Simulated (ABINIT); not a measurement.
ABINIT run on Os (P6_3/mmc, 4 atoms in the cell): self-consistent single point.

Level of theory: PBEsol, PAW (JTH v2.0 PBE PAW, files made for PBE) (plane waves; ABINIT 10.0.3).

```xyz
4
Lattice="2.7434 0.0000 0.0000 -1.3717 2.3759 0.0000 0.0000 0.0000 8.8270" Properties=species:S:1:pos:R:3 pbc="T T T"
Os     0.0000     0.0000     0.0000
Os     0.0000     0.0000     4.4135
Os     0.0000     1.5839     2.2067
Os     1.3717     0.7920     6.6202
```

Reference input (self-consistent single point, DFT, PBE, plane waves, PAW (JTH v2.0 PBE PAW)): pseudos = [Os.GGA_PBE-JTH.xml]; ecut = 40 Ry; pawecutdg = 80 Ry; pawxcdev = 0; ixc = 11; occopt = 7; tsmear = 0.00367493 Ha; ngkpt = 9 9 3; nshiftk = 1; shiftk = 0 0 0; potentials = JTH v2.0 PBE PAW; nband = 22. This run's input differs from it in these lines:

```diff
@@ -20,3 +20,3 @@
 pawxcdev 0
-ixc 11
+ixc -116133
 occopt 7
```

Output (repeated stretches shortened):

```
--- !BeginCycle
solver: {iscf: 17, nstep: 60, nline: 4, wfoptalg: 10, }
tolerances: {tolvrs: 1.00E-11, }
...

     iter   Etot(hartree)      deltaE(h)  residm     nres2
 ETOT  1  -63.235356195222    -6.324E+01 8.863E-02 2.912E+01
 ETOT  2  -63.227576206325     7.780E-03 1.737E-02 9.552E-01
 ETOT  3  -63.223040359478     4.536E-03 3.327E-03 1.566E-01
 ETOT  4  -63.222869072371     1.713E-04 2.154E-03 1.823E-02
 ETOT  5  -63.223060335497    -1.913E-04 3.615E-04 1.825E-03
   [... 3 lines left out ...]
 ETOT  9  -63.223058237743     4.106E-11 2.477E-05 2.079E-09
 ETOT 10  -63.223058237780    -3.628E-11 3.182E-05 1.085E-10
 ETOT 11  -63.223058237782    -1.990E-12 1.161E-05 1.600E-11
 ETOT 12  -63.223058237782    -3.695E-13 1.018E-05 2.589E-13
 At SCF step   12       nres2   =  2.59E-13 < tolvrs=  1.00E-11 =>converged.

 Cartesian components of stress tensor (hartree/bohr^3)
  sigma(1 1)=  4.02014688E-04  sigma(3 2)=  0.00000000E+00
  sigma(2 2)=  4.02014688E-04  sigma(3 1)=  0.00000000E+00
  sigma(3 3)=  4.32790541E-04  sigma(2 1)=  1.39429272E-13

 ----iterations are completed or convergence reached----

 reduced coordinates (array xred) for    4 atoms
       0.000000000000      0.000000000000      0.000000000000
       0.000000000000      0.000000000000      0.500000000000
       0.333333333333      0.666666666667      0.250000000000
       0.666666666667      0.333333333333      0.750000000000
 cartesian forces (eV/Angstrom) at end:
    1      0.00000000000000     0.00000000000000    -0.00000000000000
   [... lines left out ...]
 Fermi (or HOMO) energy (eV) =   9.25901   Average Vxc (eV)= -13.56795
   [... lines left out ...]
'-kT*entropy'       : -7.41821222859500E-04
total_energy        : -6.32230576967083E+01
total_energy_eV     : -1.72038689178806E+03
...

-Cartesian components of stress tensor (GPa)         [Pressure= -1.2129E+01 GPa]
- sigma(1 1)=  1.18276785E+01  sigma(3 2)=  0.00000000E+00
- sigma(2 2)=  1.18276785E+01  sigma(3 1)=  0.00000000E+00
- sigma(3 3)=  1.27331352E+01  sigma(2 1)=  4.10215013E-09

 Calculation completed.
```

The run converged in 12 iterations. Against the reference run the pressure goes from -1.51 to -12.13 GPa.

The starting cell was generated: these elements placed on a structure prototype, without a prior relaxation; it need not be a known phase or ordering of this composition. Its lattice was rescaled by a random factor within 2.5 % of one. Spin polarisation is off. The potentials were made for another functional than the one used. With a pressure of about -12 GPa the cell is away from its equilibrium volume at this level.

Cost on one core of a shared machine: roughly 40 s.
